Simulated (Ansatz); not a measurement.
Data:

```xyz
2
Lattice="4.3560 0.0000 0.0000 2.1780 3.7724 0.0000 2.1780 -1.2575 3.5101" Properties=species:S:1:pos:R:3 pbc="T T T"
In     0.0000     0.0000    -0.0075
As     4.3560     0.0000     2.6401
```

No spin polarisation.

All numbers come from r2SCAN (Ansatz, a first-principles code), no spin-orbit coupling. Γ-centred 9×9×9 mesh, Fermi–Dirac width 0.05 eV.

Task: Estimate the band gap.

Result: Zero.

Task: What is the computed pressure (mean of the normal stresses, compression positive)?

Result: -0.6 GPa.

Task: Estimate the space group.

Result: R3m (No. 160).

The cells carry an imposed strain or load. Stability against distortions was not tested. All final runs are without spin polarisation. The cell was made from InAs in the zinc blende structure (space group F-43m, No. 216) by this change: biaxial strain +0.83 %, plane normal [111], relaxed out of plane. Gaps under 0.05 eV, about the width of the smearing, are given as zero. The zero or small gap of InAs can change with the level of theory.
